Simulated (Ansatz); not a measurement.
Consider MgF2 in the rutile structure (space group P4_2/mnm, No. 136; a = 4.6220 Å, c = 3.0462 Å).

All numbers come from r2SCAN (Ansatz, a program for electronic structure, PAW, scalar-relativistic without spin-orbit coupling).

Before the change:

| Item | Result |
|---|---|
| Valence-band top at Γ | 0.00, -0.32, -0.32 eV |
| Band gap | 8.07 eV |
| Width of the top valence band | 0.86 eV |
| Gap character | direct at Γ |

The change: an isotropic linear strain of −5.62 %, atoms relaxed at fixed cell.

Q: Estimate the effect on the valence-band top at Γ, band gap, energy relative to the base, width of the top valence band and gap character.

A: The valence-band top at Γ (three highest levels, from the VBM) changes from 0.00, -0.32, -0.32 eV to 0.00, -0.35, -0.35 eV; the band gap grows by 1.33 eV, from 8.07 eV to 9.40 eV; the energy increases by 123 meV/atom; the width of the top valence band increases by 0.23 eV to 1.09 eV; the gap character stays direct at Γ.

No phonon test of stability was made.
